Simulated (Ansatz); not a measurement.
System: interstitial Cu in 4H silicon carbide (charge state +1). The step: one Cu atom jumps by itself; the atom moves 2.58 Å along (0.00, 0.00, 0.25) of the unit cell; the moving atom starts with neighbours 4 C at 1.97; 3 Si at 2.30, 3 Si at 2.32 Å and ends with 3 C at 1.96; 3 Si at 2.30, 3 Si at 2.31 Å. A PBE band in Ansatz (plane-wave PAW, the Γ point alone, 72 host sites, 22 SCF runs with any check of the saddle's order, static, no finite-size correction) gives a forward barrier of 1.86 eV. The saddle point's order was not checked, and it lies on a symmetry element of the cell, where a band can be held. The charge state is imposed; whether it is stable for some Fermi level was not computed. Sites that were not tried may lie lower.

Single points at the band's start and saddle point can refine it. Rough cost of one point, in units of the band's mean SCF on the same machine:

```
Level                                                     Cost of one point
--------------------------------------------------------  -----------------
PBE, a 2×2×2 k-point mesh shifted by half a step along c            about 6
r2SCAN at 500 eV, the Γ point alone                                 about 3
```

**Question.** Which of these move the barrier by more than 0.1 eV, and how far does each move it?

**Answer.** PBE, a 2×2×2 k-point mesh shifted by half a step along c: -0.15 eV; r2SCAN at 500 eV, the Γ point alone: -0.01 eV. Each functional is compared with PBE at the same k-points.

Ansatz is a program for electronic structure.
